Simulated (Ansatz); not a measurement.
Consider TaN in the rock salt structure (space group Fm-3m, No. 225; a = 4.375 Å; relaxed with 0.1 eV smearing). Axes: x, y, z lie along the cube axes.

Level of theory: PBEsol (Ansatz, an electronic-structure program, PAW, no spin-orbit coupling), earlier PAW set.

A first run, uniaxial strain ε_yy = −1.22 %, gives secant values C11 ≈ 860 GPa and C12 ≈ 140 GPa from its stress. A second run applies isotropic strain −2.47 %.

What does linear elasticity predict for the bulk modulus −ΔP/(ΔV/V₀) in the second run, and what does the run give?

Linear elasticity: (C11 + 2 C12)/3 = 380 GPa. The run gives 440 GPa; any difference comes from nonlinear terms at these strains and numerical noise.

Stability against distortions was not tested. The final runs are not spin-polarised. This is not the structure that TaN has at room temperature and ambient pressure.
